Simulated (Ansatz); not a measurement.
Data:

```yaml
crystal:
  lattice:
    - [5.14426, 0.00000, 0.00000]
    - [2.57213, 4.45506, 0.00000]
    - [2.57213, -1.48502, 4.26665]
  atoms:
    - { symbol: K, position: [0.50179, 0.24911, 0.74732] }
    - { symbol: K, position: [0.49821, 0.75089, 0.25268] }
    - { symbol: S, position: [0.00000, 0.00000, 0.00000] }
```

No spin polarisation.

Method: PBEsol in Ansatz (plane waves to 420 eV, PAW, no spin-orbit coupling). Γ-centred 8×8×8 mesh, Fermi–Dirac width 0.05 eV.

What is the computed gap character?

Indirect, F → Γ.

What electron mass does the calculation give?

0.35 mₑ (at Γ).

What pressure (mean of the normal stresses, compression positive) does the calculation give?

0.20 GPa.

Estimate the space group.

R-3m (No. 166).

The cells carry an imposed strain or load. Effective masses come from finite differences of ±0.01 Å⁻¹. Whether these cells are dynamically stable was not tested. The cell was made from K2S in the anti-fluorite structure (space group Fm-3m, No. 225) by this change: biaxial strain −0.83 %, plane normal [111], relaxed out of plane.

Ansatz is an electronic-structure program.
